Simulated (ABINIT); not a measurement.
Worked example: self-consistent single point of MgB₂ (P6/mmm, 3 atoms in the cell) in ABINIT.

Computed with PBE, norm-conserving pseudopotentials (PseudoDojo nc-sr-05 PBE standard) (plane waves; ABINIT).

The change in words: lattice scaled by 0.98. Reference geometry:
```yaml
crystal:
  lattice:
    - [1.54500, -2.67602, 0.00000]
    - [1.54500, 2.67602, 0.00000]
    - [0.00000, 0.00000, 3.52000]
  atoms:
    - { symbol: Mg, position: [0.00000, 0.00000, 0.00000] }
    - { symbol: B, position: [0.33333, 0.66667, 0.50000] }
    - { symbol: B, position: [0.66667, 0.33333, 0.50000] }
```

Reference input (self-consistent single point, DFT, PBE, plane waves, norm-conserving pseudopotentials (PseudoDojo nc-sr-05 PBE standard)): pseudos = [Mg.upf, B.upf]; ecut = 42 Ha; occopt = 3; tsmear = 0.05 eV; ngkpt = 12 12 9; nshiftk = 1; shiftk = 0 0 0; potentials = PseudoDojo nc-sr-05 PBE standard; nband = 13; kptopt = 1; nstep = 80; tolvrs = 1e-12. This run's input differs from it in these lines:

```diff
@@ -5,5 +5,5 @@
 rprim
-         2.9196268638   -5.0569420673    0.0000000000
-         2.9196268638    5.0569420673    0.0000000000
-         0.0000000000    0.0000000000    6.6518359587
+         2.8612342556   -4.9558031031    0.0000000000
+         2.8612342556    4.9558031031    0.0000000000
+         0.0000000000    0.0000000000    6.5187992395
 natom 3
```

Log, with long lists cut:

```
--- !BeginCycle
solver: {iscf: 7, nstep: 80, nline: 4, wfoptalg: 0, }
tolerances: {tolvrs: 1.00E-12, }
...

     iter   Etot(hartree)      deltaE(h)  residm     vres2
 ETOT  1  -65.210671885091    -6.521E+01 1.310E-01 6.783E+02
 ETOT  2  -65.290255049200    -7.958E-02 3.822E-02 8.363E+00
 ETOT  3  -65.290848804811    -5.938E-04 1.533E-02 2.967E-01
 ETOT  4  -65.290867889538    -1.908E-05 2.194E-03 2.689E-03
 ETOT  5  -65.290868132574    -2.430E-07 1.617E-03 1.476E-04
 ETOT  6  -65.290868165108    -3.253E-08 3.531E-04 4.332E-06
 ETOT  7  -65.290868165538    -4.301E-10 3.886E-04 1.265E-07
 ETOT  8  -65.290868165551    -1.238E-11 1.033E-04 2.032E-10
 ETOT  9  -65.290868165549     1.364E-12 1.235E-04 4.324E-13
 At SCF step    9       vres2   =  4.32E-13 < tolvrs=  1.00E-12 =>converged.

 Cartesian components of stress tensor (hartree/bohr^3)
  sigma(1 1)= -3.12466184E-04  sigma(3 2)=  0.00000000E+00
  sigma(2 2)= -3.12466184E-04  sigma(3 1)=  0.00000000E+00
  sigma(3 3)= -2.34511222E-04  sigma(2 1)=  0.00000000E+00

 ----iterations are completed or convergence reached----

 reduced coordinates (array xred) for    3 atoms
       0.000000000000      0.000000000000      0.000000000000
       0.333333333333      0.666666666667      0.500000000000
       0.666666666667      0.333333333333      0.500000000000
 cartesian forces (eV/Angstrom) at end:
    1     -0.00000000000000     0.00000000000000    -0.00000000000000
    2     -0.00000000000000    -0.00000000000000    -0.00000000000000
   [... lines left out ...]
 Fermi (or HOMO) energy (hartree) =   0.27319   Average Vxc (hartree)=  -0.41806
   [... lines left out ...]
total_energy        : -6.52908681655494E+01
total_energy_eV     : -1.77665487620542E+03
band_energy         : -1.18453293964837E+01
...

-Cartesian components of stress tensor (GPa)         [Pressure=  8.4286E+00 GPa]
- sigma(1 1)= -9.19307098E+00  sigma(3 2)=  0.00000000E+00
- sigma(2 2)= -9.19307098E+00  sigma(3 1)=  0.00000000E+00
- sigma(3 3)= -6.89955720E+00  sigma(2 1)=  0.00000000E+00

 Calculation completed.
```

The run converged in 9 iterations. Against the reference run the free energy rises by 11.6 meV/atom and the pressure goes from -1.52 to 8.43 GPa.

The starting cell has typed, rounded lattice constants, without a prior relaxation at this level. For this run, on top of that: lattice scaled by 0.98. With a pressure of about 8 GPa the cell is away from its equilibrium volume at this level.

Cost on one core of a shared machine: roughly 60 s.
